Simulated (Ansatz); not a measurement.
Seebeck coefficient (μV/K, mean over directions) of p-type Ge (Fd-3m) against carrier density, r2SCAN with spin-orbit coupling, rigid bands run with Ansatz (a first-principles code). Computed gap 0.26 eV; densities at which minority carriers matter at this gap, or further valleys turn the trend, are left out. Conductivity mass 0.26 mₑ (harmonic mean over directions), N_v = 5.9e18 cm⁻³ at 300 K.

| hole density | 300 K |
|---|---|
| 1e18 cm⁻³ | 378 |
| 3e18 cm⁻³ | 287 |
| 1e19 cm⁻³ | [?] |
| 3e19 cm⁻³ | [?] |
| 1e20 cm⁻³ | 81 |
| 3e20 cm⁻³ | 52 |
| 1e21 cm⁻³ | [?] |

Problem. Some entries are withheld; supply them.

Solution. 
- 1e19 cm⁻³, 300 K: 196
- 3e19 cm⁻³, 300 K: 129
- 1e21 cm⁻³, 300 K: 27

Rigid bands with a gap fixed in temperature, one relaxation time for all states, no polarons or phonon drag, and whether or not such doping can be reached. Geometry: cell and atoms relaxed with PBEsol.
